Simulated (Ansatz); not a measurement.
**GeSe (model structure, started from the zincblende type, F-43m, No. 216, 2 atoms in the cell): formation enthalpy by level of theory**

No measured value is used here.

**Question.** Put these levels in order of the formation enthalpy that they give for GeSe (model structure, started from the zincblende type, F-43m, No. 216, 2 atoms in the cell), smallest first: PBE (Ansatz, a first-principles code), PBE-D3(BJ) (Ansatz), PBEsol (Ansatz).

**Answer.** PBE (0.011 eV/atom), PBE-D3(BJ) (0.058 eV/atom), PBEsol (0.092 eV/atom)

Each level is taken at its own relaxed cell. Ansatz's density-functional and Hartree–Fock values are scalar-relativistic unless marked +SOC, with PAW data made under PBE.

A model structure was made by putting elements into a prototype or built by hand; it is no filed structure, need not be a known phase, and can be a saddle point held by its symmetry.
